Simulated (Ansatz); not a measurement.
The (21-33) surface of hcp Re in its 1x1 cell, outermost plane spacing 0.13 Å in the ideal cut

The numbers are results of PBE (plane waves to 420 eV, PAW; Ansatz, a first-principles code), not measurements.

Model: 28-atom slab, 10.2 Å thick at the start (thin: gaps and levels are the slab's own), 7x5x1 mesh, Fermi-Dirac 0.1 eV, dipole correction, all atoms relaxed; held to the start's symmetry, so lower structures may exist; no spin, no spin-orbit, no U.

```
Quantity                                                      Value
-----------------------------------  ------------------------------
surface energy (mean of both faces)                       3.51 J/m²
surface energy before relaxation                          3.78 J/m²
work function of the top face                               4.71 eV
energy released by relaxation                               1.29 eV
cost                                 around 80 core-minutes (rough)
```
